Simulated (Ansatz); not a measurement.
**What isotropic strain +1.00 % does to K**

Start from K in the bcc (W type) structure (space group Im-3m, No. 229; a = 5.215 Å; relaxed with 0.1 eV smearing).

Modification: every lattice vector is stretched by 1.00 %, atoms relaxed at fixed cell.

Level of theory: PBEsol (Ansatz, a program for electronic structure; PAW; 420 eV plane waves; spin-orbit coupling left out). Settings: 18×18×18 k-points, 0.1 eV Fermi–Dirac smearing.

Volume per atom: 73.05 Å³ (base 70.90 Å³)
Space group: Im-3m (No. 229) (base Im-3m (No. 229))
Energy relative to the base (free energy F): +0.6 meV/atom
Band gap: zero (base zero)

Final structure:

```
CELL_PARAMETERS angstrom
     -2.63338     2.63338     2.63338
      2.63338    -2.63338     2.63338
      2.63338     2.63338    -2.63338
ATOMIC_POSITIONS crystal
  K  0.00000 0.00000 0.00000
```

No phonon test of stability was made.
